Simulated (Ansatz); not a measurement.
Worked calculations on one periodic cell of amorphous Si24O51Ga2: Si24O51Ga2, 77 atoms, volume 1148.0 Å³, made by a melt-quench on the CHGNet potential and relaxed with DFT. O atoms were pushed apart under 1.9 Å during the dynamics, to hinder bonds among them. It is a model cell: composition and starting density were chosen by hand, and all elements were melted together. Cycles of charging were run to anneal it. The numbers are results of PBE, scalar-relativistic without spin-orbit coupling (plane waves to 420 eV, PAW; Ansatz, a program for electronic structure), not measurements. Sampling: a 2×2×2 Γ-centred mesh; Fermi-Dirac width 0.02 eV; no spin polarisation. Its volume was held where the quench left it, its shape was held as a cube, and it stands at a mean pressure of -0.6 GPa with stress components up to 1.5 GPa; the relaxation ran on the zone centre alone. Its density went from a set 2.36 to 2.36 g/cm³. The cell is small and was quenched far faster than a real film, so it is one sample of the glass.

Q: Count formal charges (Si +4, O -2, Ga +3). What does the count lead one to expect at the Fermi level, and what does the calculation give?

A: 24 × (+4) + 51 × (-2) + 2 × (+3) = 0. The charges balance, so the anion-derived valence states can be full and a gap can open. On this mesh the highest filled and lowest empty level lie 4.26 eV apart, the PBE gap of this cell, with a localised state at one edge or both.

Four energies for an added electron at PBE on the zone centre alone (charged cells in a uniform background, spin-polarised): neutral at the neutral geometry -51839.616 eV; charged at the neutral geometry -51833.811 eV; charged and relaxed -51834.388 eV; neutral at the charged geometry -51838.158 eV.

Q: Find the two relaxation energies and their sum, the reorganisation energy.

A: On charging: -51833.811 − (-51834.388) = 0.577 eV. On discharging: -51838.158 − (-51839.616) = 1.458 eV. The sum is 2.035 eV. The carrier's level spreads over 4 of the 77 atoms' worth, so it counts as localised, most on one Ga atom with neighbours O 1.80 Å, O 1.81 Å, O 1.89 Å, O 2.16 Å (neutral geometry). The values are uncorrected: the image energy of a point charge in this cell, 2.84 × 14.40 / (2 × 10.5) = 2.0 eV before screening, is screened by electrons alone at the fixed geometry and by ions too after relaxing, and the carrier can be spread before it relaxes, so each term can be off by up to that value times 1/ε∞, some tenths of an eV. PBE's self-interaction favours spread-out carriers, so a hybrid can localise more.
